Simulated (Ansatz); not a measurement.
KF: isotropic strain +2.50 %

The parent structure is KF in the rock salt structure (space group Fm-3m, No. 225; a = 5.307 Å).

The change: the cell is scaled by 1.0250 in all directions; the atoms relax in the strained cell.

Computed with PBEsol/PAW in Ansatz (a quantum-chemistry and plane-wave program), spin-orbit coupling left out. k-mesh 11×11×11 (Γ-centred); smearing 0.05 eV (Fermi–Dirac).

- Volume per atom: 20.12 Å³ (base 18.68 Å³)
- Shortest interatomic distance: 2.720 Å (base 2.653 Å)
- Energy relative to the base (free energy F): +9.9 meV/atom
- Pressure: -2.05 GPa (base -0.01 GPa)
- Band gap: 5.79 eV (base 6.15 eV)
- Gap character: direct at Γ (base direct at Γ)
- Mean gap deformation potential ΔEg/Δln V: -4.9 eV
- Width of the top valence band: 0.31 eV (base 0.37 eV)
- Electron mass: 0.55 mₑ (at Γ) (base 0.54 mₑ (at Γ))

Final structure:

```
KF
1.0
    0.00000     2.71972     2.71972
    2.71972     0.00000     2.71972
    2.71972     2.71972     0.00000
K F
1 1
Direct
  0.00000   0.00000   0.00000
  0.50000   0.50000   0.50000
```

Effective masses come from finite differences of ±0.01 Å⁻¹. No phonon test of stability was made.
